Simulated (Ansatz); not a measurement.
## Effect of isotropic strain +0.78 % on ZnSnP2

Consider ZnSnP$_{2}$ in the chalcopyrite structure (space group I-42d, No. 122; a = 5.650 Å, c = 11.325 Å).

Perturbation: the cell is scaled by 1.0078 in all directions, atoms relaxed at fixed cell.

Level of theory: Ansatz (a program for electronic structure), r2SCAN, PAW, cutoff 500 eV, no SOC. k-mesh 8×8×8 (Γ-centred); smearing 0.05 eV (Fermi–Dirac).

The volume per atom goes up by 0.53 Å³, from 22.60 Å³ to 23.13 Å³ and the space group is still I-42d (No. 122). The shortest interatomic distance increases by 2.1 pm to 240.1 pm and the energy rises by 2.7 meV/atom. The pressure (mean of the normal stresses, compression positive) shrinks by 1.63 GPa (0.01 GPa → -1.62 GPa) and the band gap shrinks by 0.12 eV to 1.13 eV. The gap character is still direct at Γ and the mean gap deformation potential ΔEg/Δln V is -5.2 eV. The width of the top valence band drops by 0.06 eV to 1.39 eV and the electron mass changes from 0.10 mₑ along c, 0.094 mₑ across (at Γ) to 0.091 mₑ along c, 0.086 mₑ across (at Γ). The valence-band top at Γ (three highest levels, from the VBM) goes from 0.00, 0.00, -0.01 eV to 0.00, 0.00, 0.00 eV.

Final structure:

```yaml
crystal:
  lattice:
    - [-2.84720, 2.84720, 5.70685]
    - [2.84720, -2.84720, 5.70685]
    - [2.84720, 2.84720, -5.70685]
  atoms:
    - { symbol: Zn, position: [0.75000, 0.25000, 0.50000] }
    - { symbol: Zn, position: [0.00000, 0.00000, 0.00000] }
    - { symbol: Sn, position: [0.25000, 0.75000, 0.50000] }
    - { symbol: Sn, position: [0.50000, 0.50000, 0.00000] }
    - { symbol: P, position: [0.10413, 0.12500, 0.47913] }
    - { symbol: P, position: [0.64587, 0.62500, 0.52087] }
    - { symbol: P, position: [0.37500, 0.89587, 0.02087] }
    - { symbol: P, position: [0.87500, 0.35413, 0.97913] }
```

Effective masses come from finite differences of ±0.01 Å⁻¹. Whether these cells are dynamically stable was not tested.
